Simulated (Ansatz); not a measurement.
## Input and output of a self-consistent single point for CoSi (P2_13, 8 atoms in the cell) (Ansatz)

Computed with PBE (plane waves, PAW; Ansatz, an electronic-structure program).

Input:

Ansatz 0.2 input:
```yaml
crystal:
  lattice:
    - [4.423006, 0.000000, 0.000000]
    - [0.000000, 4.423006, 0.000000]
    - [0.000000, 0.000000, 4.423006]
  atoms:
    - { symbol: Co, position: [0.854100, 0.645900, 0.354100] }
    - { symbol: Co, position: [0.645900, 0.354100, 0.854100] }
    - { symbol: Co, position: [0.354100, 0.854100, 0.645900] }
    - { symbol: Co, position: [0.145900, 0.145900, 0.145900] }
    - { symbol: Si, position: [0.156540, 0.343460, 0.656540] }
    - { symbol: Si, position: [0.343460, 0.656540, 0.156540] }
    - { symbol: Si, position: [0.656540, 0.156540, 0.343460] }
    - { symbol: Si, position: [0.843460, 0.843460, 0.843460] }
basis:
  ecutwfc: 420.0 eV
kpoints:
  mp_grid: { grid: [9, 9, 9] }
hamiltonian:
  xc: pbe
  pseudopotentials: { kind: paw }
scf:
  occupations: { method: gaussian, width: 0.272 eV }
output:
  forces: true
  eigenvalues: true
  stress: true
```

The program printed (abridged):

```
WARN ansatz: RAYON_NUM_THREADS=1 ignored (pool sized by the plan → 1); use --threads N
Pseudopotentials: kind: paw
Pseudopotential: Co, paw, valence charge 17
Pseudopotential: Si, paw, valence charge 4
Crystal: 8 atoms, lattice volume = 86.527 Å³
Basis set: ecut = 420 eV, 1743 PW (Γ), exchange–correlation on 60×60×60 points (8 copies of the dense FFT grid, shifted against one another)
Bands: 51, of which v1, the nominal top of the filled ones, is band 42 counted from 1 (41 counted from 0)
Symmetry: 12 space group operations
Space group: P213 (ITA 198), of the structure as read, at distance tolerance 4.4e-5 Å
k-points: 45 of 729 (time reversal used)
Initial density: superposition of atomic densities (neutral atoms: chi_scale 0, normalization atom), corrected by the library's trained network
Initial wavefunctions: pseudopotential atomic-orbital guess
Eigensolver: davidson
Functional: x = pbe(κ = 0.804, μ = 0.2195149727645171), c = pbe(β = 0.06672455060314922)
SCF iter   1: F=—  HF=-23052.721724 eV  |F-HF|=—  |Δ(HF+E_count)|=         —  Δρ=6.35e-3  dr2=7.58e-3  ethr=1.77e-3  ⟨swp⟩=6.4  Hψ=8617  notcnv=0
all-band conjugate gradients solve this SCF's bands
preconditioner: auto → Kerker (q_TF=auto, 2.715 Å⁻¹)
SCF iter   2: F=—  HF=-23052.719743 eV  |F-HF|=—  |Δ(HF+E_count)|=   1.98e-3  Δρ=2.79e-3  dr2=1.87e-3  ethr=9.02e-6  ⟨swp⟩=2.0  Hψ=3701  notcnv=0
SCF iter   3: F=—  HF=-23052.719601 eV  |F-HF|=—  |Δ(HF+E_count)|=   1.42e-4  Δρ=8.62e-4  dr2=2.28e-4  ethr=2.22e-6  ⟨swp⟩=2.0  Hψ=2879  notcnv=0
SCF iter   4: F=—  HF=-23052.719641 eV  |F-HF|=—  |Δ(HF+E_count)|=   4.03e-5  Δρ=2.64e-4  dr2=2.82e-5  ethr=2.71e-7  ⟨swp⟩=2.7  Hψ=3692  notcnv=0
SCF iter   5: F=—  HF=-23052.719898 eV  |F-HF|=—  |Δ(HF+E_count)|=   2.57e-4  Δρ=4.34e-5  dr2=1.46e-6  ethr=3.36e-8  ⟨swp⟩=2.1  Hψ=2921  notcnv=0
SCF iter   6: F=-23052.719898 eV  HF=-23052.719898 eV  |F-HF|=4.10e-8  |Δ(HF+E_count)|=   3.10e-7  Δρ=1.03e-5  dr2=8.01e-8  ethr=1.19e-10  ⟨swp⟩=8.0  Hψ=10805  notcnv=0
SCF 1 converged in 6 iterations: F = -23052.719898 eV  dr2 = 8.01e-8
SCF converged after 6 iterations
Free energy (F): -23052.719898 eV
Harris-Foulkes:  -23052.719898 eV  (|F-HF|=4.10e-8)
Internal energy: -23052.639701 eV  (E = F + TS)
E sigma→0 (E₀):  -23052.679800 eV
Entropy (-TS):   -0.080197 eV (-10.025 meV/atom)
Fermi energy:    16.892638 eV
--- Per-component energies (eV) ---
  E_band       = -938.475477
  E_kinetic    = 2011.978810
  E_local      = -14178.702392  (includes V_loc(G=0)·N_el)
  E_nonlocal   = 1921.193679
  E_hartree    = 6155.835943
  E_xc         = -870.133195
  E_vxc        = -1026.192112  (∫ρ·V_xc dr)
  E_paw        = -8118.724160  (= ΣΔE_a)
  E_vpaw       = -1978.454754  (= ΣTr[D̂ρ^β])
  E_aug_tail   = 0.000317  (compensation charges beyond the density's cutoff)
  E_ewald      = -9974.088704
  E_smearing   = -0.080197  (= −TS)
  E_closure    = 0.000000  (closes the sum)
  Σ components = -23052.719898   (vs F -23052.719898, Δ=0.00e0)
--- Forces (eV/Å), atoms counted from 1 ---
  atom   1  Co     0.02695962    -0.02695962     0.02695962
  atom   2  Co    -0.02695962     0.02695962     0.02695962
  atom   3  Co     0.02695962     0.02695962    -0.02695962
  atom   4  Co    -0.02695962    -0.02695962    -0.02695962
  atom   5  Si     0.01129106    -0.01129106     0.01129106
  atom   6  Si    -0.01129106     0.01129106     0.01129106
  atom   7  Si     0.01129106     0.01129106    -0.01129106
  atom   8  Si    -0.01129106    -0.01129106    -0.01129106
  max |Σ_I F_I| component: 1.20e-16 eV/Å
--- Stress (GPa, compression-positive) ---
        1.184320      -0.000000       0.000000
       -0.000000       1.184320       0.000000
        0.000000       0.000000       1.184320
  P = ⅓ Tr σ = 1.1843 GPa (11.843 kbar)
  The stress holds the Pulay correction. Without it, at fixed plane waves, as pw.x and ABINIT print it: P = 1.0865 GPa
--- Band table (eV; the first three rows and the last of 45) ---
  k-point 0: bands = ["-78.0365", "-78.0246", "-78.0246", "-78.0246", "-41.4236", "-41.4236", "-41.4236", "-41.3820", "-41.3452", "-41.3452", "-41.3452", "-41.3081", "-41.3081", "-41.2926", "-41.2926", "-41.2926", "3.0385", "8.5635", "8.5635", [...]
  k-point 1: bands = ["-78.0362", "-78.0258", "-78.0245", "-78.0238", "-41.4270", "-41.4240", "-41.4190", "-41.3829", "-41.3507", "-41.3464", "-41.3385", "-41.3078", "-41.3068", "-41.2939", "-41.2935", "-41.2918", "3.1312", "7.8679", "8.6226", [...]
  k-point 2: bands = ["-78.0354", "-78.0273", "-78.0243", "-78.0233", "-41.4291", "-41.4252", "-41.4135", "-41.3856", "-41.3545", "-41.3493", "-41.3310", "-41.3071", "-41.3038", "-41.2961", "-41.2956", "-41.2917", "3.4069", "7.0084", "8.7961", [...]
  k-point 44: bands = ["-78.0285", "-78.0283", "-78.0267", "-78.0266", "-41.4191", "-41.4185", "-41.4140", "-41.4132", "-41.3425", "-41.3414", "-41.3347", "-41.3336", "-41.2935", "-41.2931", "-41.2903", "-41.2899", "6.8221", "7.0364", "7.4801", [...]
```

The run converged in 6 iterations.

The starting cell comes from a database of computed structures (which also holds hypothetical and non-ambient phases and stackings), without a prior relaxation at this level. Its lattice was rescaled by a random factor within 2.5 % of one. Spin polarisation is off. Ansatz's pressure includes its estimate of the finite-basis (Pulay) stress.
